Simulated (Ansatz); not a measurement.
Consider AsP in the rock salt structure (space group Fm-3m, No. 225; a = 5.1715 Å; a hypothetical phase, not in the database extracts checked; relaxed with 0.1 eV smearing). Axes: x, y, z lie along the cube axes.

All numbers come from r2SCAN in Ansatz (plane waves to 500 eV, PAW, without spin-orbit coupling).

Base values:

The pressure is 0.0 GPa and the shortest interatomic distance comes out as 2.586 Å.

Perturbation: the symmetric strain tensor [0.0064 0.0007 0.0064; 0.0007 0.0149 -0.0075; 0.0064 -0.0075 0.0015]; the atoms relax in the strained cell.

**Question.** What happens to the pressure, energy relative to the base and shortest interatomic distance?

**Answer.** The pressure (mean of the normal stresses, compression positive) goes from zero to -2.0 GPa; the energy grows by 4.6 meV/atom; the shortest interatomic distance goes up by 0.004 Å, from 2.586 Å to 2.590 Å.

Stability against distortions was not tested. All final runs are without spin polarisation.

Ansatz is a first-principles code.
